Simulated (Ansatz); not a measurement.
Take Rh in the fcc (Cu type) structure (space group Fm-3m, No. 225; a = 3.782 Å; relaxed with 0.1 eV smearing) as the base. Axes: x, y, z lie along the cube axes.

The change: uniaxial stress, 0.5 GPa compression along z; all other stress components relax to zero.

Levels (all Ansatz, a program for electronic structure, PAW): PBEsol (420 eV, scalar-relativistic without spin-orbit coupling); r2SCAN (500 eV, no spin-orbit coupling).

The geometry is relaxed with PBEsol.

| Property | Result |
|---|---|
| PBEsol pressure | 0.2 GPa |

With r2SCAN at the same geometry, the pressure rises by 4.6 GPa, from 0.2 GPa to 4.8 GPa.

Single points use the geometry relaxed with PBEsol. Their cutoffs differ, which shifts pressures a little. Load acts through the strain it causes; cell and atoms are relaxed under it. Beyond what the load breaks, stability against distortions was not tested. The final runs are not spin-polarised.
